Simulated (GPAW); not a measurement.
A self-consistent single point of AlV2C (P6_3/mmc, 8 atoms in the cell) with GPAW.

Computed with PBE, GPAW PAW datasets PBE (gpaw-data 1.0.1) (plane waves; GPAW).

The change in words: lattice scaled by 0.98. Reference geometry:
```xyz
8
Lattice="2.8524 0.0000 0.0000 -1.4262 2.4702 0.0000 0.0000 0.0000 12.9449" Properties=species:S:1:pos:R:3 pbc="T T T"
Al     0.0000     1.6468     3.2362
Al     1.4262     0.8234     9.7087
V      0.0000     1.6468     7.5907
V      1.4262     0.8234     5.3543
V      1.4262     0.8234     1.1182
V      0.0000     1.6468    11.8268
C      0.0000     0.0000     0.0000
C      0.0000     0.0000     6.4725
```

Reference input (self-consistent single point, DFT PBE, plane waves, GPAW PAW datasets PBE (gpaw-data 1.0.1)): mode = pw; ecut = 950 eV; xc = PBE; kpts = 12 12 3; mesh shift (steps) = 0 0 0; occupations.name = methfessel-paxton; occupations.width = 0.136 eV; occupations.order = 0; nbands = -12; convergence.density = 1e-05 e/electron; symmetry.symmorphic = false; symmetry.tolerance = 0.0005. This run's input differs from it in these lines:

```diff
@@ -5,13 +5,13 @@
 atoms = Atoms(['Al', 'Al', 'V', 'V', 'V', 'V', 'C', 'C'],
-              cell=[[2.852371, 0.000000, 0.000000],
-                    [-1.426186, 2.470226, 0.000000],
-                    [0.000000, 0.000000, 12.944941]],
-              positions=[[-0.000002, 1.646818, 3.236235],
-                         [1.426187, 0.823408, 9.708706],
-                         [-0.000002, 1.646818, 7.590655],
-                         [1.426187, 0.823408, 5.354286],
-                         [1.426187, 0.823408, 1.118184],
-                         [-0.000002, 1.646818, 11.826757],
+              cell=[[2.795324, 0.000000, 0.000000],
+                    [-1.397662, 2.420821, 0.000000],
+                    [0.000000, 0.000000, 12.686042]],
+              positions=[[-0.000001, 1.613881, 3.171511],
+                         [1.397663, 0.806940, 9.514532],
+                         [-0.000001, 1.613881, 7.438841],
+                         [1.397663, 0.806940, 5.247201],
+                         [1.397663, 0.806940, 1.095820],
+                         [-0.000001, 1.613881, 11.590222],
                          [0.000000, 0.000000, 0.000000],
-                         [0.000000, 0.000000, 6.472471]],
+                         [0.000000, 0.000000, 6.343021]],
               pbc=True)
```

The program printed (abridged):

```
     iter     time        total  log10-change:
                         energy   eigst   dens
iter:   1 --:--:--   -68.719158
iter:   2 --:--:--   -67.095760   -0.20  -1.18
iter:   3 --:--:--   -63.033493   +0.16  -1.22
iter:   4 --:--:--   -63.008822   -1.01  -1.61
iter:   5 --:--:--   -63.084294   -1.65  -1.60
iter:   6 --:--:--   -64.320499   -0.41  -1.60
iter:   7 --:--:--   -63.386437   -1.51  -1.69
iter:   8 --:--:--   -63.176103   -1.51  -1.93
iter:   9 --:--:--   -63.154321   -1.86  -2.14
iter:  10 --:--:--   -63.172488c  -2.69  -2.32
iter:  11 --:--:--   -63.141936c  -1.88  -2.43
iter:  12 --:--:--   -63.151713c  -2.24  -2.84
   [... lines left out ...]
iter:  14 --:--:--   -63.143679c  -3.78  -3.47
   [... 6 lines left out ...]
iter:  21 --:--:--   -63.143659c  -5.40  -4.07
iter:  22 --:--:--   -63.143657c  -5.54  -4.03
iter:  23 --:--:--   -63.143649c  -5.38  -4.25
iter:  24 --:--:--   -63.143647c  -6.46  -4.25
iter:  25 --:--:--   -63.143647c  -7.50c -4.60
iter:  26 --:--:--   -63.143648c  -6.19  -4.57
iter:  27 --:--:--   -63.143645c  -7.34  -4.67
iter:  28 --:--:--   -63.143645c  -7.30  -4.80
iter:  29 --:--:--   -63.143645c  -8.27c -4.81
iter:  30 --:--:--   -63.143646c  -7.12  -5.03c
iter:  31 --:--:--   -63.143647c  -7.38  -5.00
iter:  32 --:--:--   -63.143647c  -8.48c -5.61c
Converged after 32 iterations.

Dipole moment: (-0.000000, 0.000000, 0.000003) |e|*Ang

Energy contributions relative to reference atoms: (reference = -118544.085009)

Kinetic:        +68.885241
Potential:      -58.998478
External:        +0.000000
XC:             -73.612095
Entropy (-ST):   -0.040510
Local:           +0.601941
SIC:             +0.000000
--------------------------
Free energy:    -63.163902
Extrapolated:   -63.143647

Showing only first 2 kpts
 Kpt  Band  Eigenvalues  Occupancy
  0    31     10.39158    1.99768
  0    32     10.40973    1.99572
  0    33     10.40976    1.99572
  0    34     11.38817    0.00000

  1    31     10.39610    1.99729
  1    32     10.40516    1.99632
  1    33     10.40518    1.99632
  1    34     11.39817    0.00000

Fermi level: 10.68448

No gap
   [... lines left out ...]
  2 V     0.00000    0.00000    1.13285
  3 V     0.00000    0.00000   -1.13285
  4 V     0.00000    0.00000    1.13285
  5 V     0.00000    0.00000   -1.13285
  6 C     0.00000    0.00000    0.00000
  7 C     0.00000   -0.00000    0.00000

Stress tensor:
    -0.183904    -0.000000     0.000000
    -0.000000    -0.183904     0.000000
     0.000000     0.000000    -0.183700
Stress (GPa, Voigt): [-29.4647 -29.4647 -29.432    0.       0.      -0.    ]
```

The run converged in 32 iterations. GPAW prints stress with tension positive. Against the reference run the free energy goes up by 86.0 meV/atom and the largest force goes from 0.379 to 1.133 eV/Å.

At such cutoffs GPAW's stress carries a finite-basis (Pulay) error, which enters relaxed cells too; its log prints stress with tension positive.

The starting cell comes from a database of computed structures (which also holds hypothetical and non-ambient phases and stackings), without a prior relaxation at this level. Its lattice was rescaled by a random factor within 2.5 % of one. For this run, on top of that: lattice scaled by 0.98. Spin polarisation is off. Forces in this geometry exceed 1 eV/Å.

Cost on one core of a shared machine: roughly 4 min.
